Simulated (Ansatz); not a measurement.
**Lu in the hcp (Mg type) structure (space group P6_3/mmc, No. 194)**

```
Lu
1.0
    3.44532     0.00000     0.00000
   -1.72266     2.98374     0.00000
    0.00000     0.00000     5.34872
Lu
2
Cartesian
  0.00000   1.98916   1.33718
  1.72266   0.99458   4.01154
```

The values are results of PBEsol (Ansatz, a program for electronic structure; PAW; 420 eV plane waves; without spin-orbit coupling), not measurements. k-mesh 16×16×9 (Γ-centred); smearing 0.05 eV (Fermi–Dirac).

```json
{
 "volume_per_atom": "27.49 Å³",
 "density": "10.57 g/cm³",
 "band_gap": "zero",
 "total_energy": "-14611.484 eV/atom (σ→0; compares only within this code and set-up)"
}
```

Whether these cells are dynamically stable was not tested.
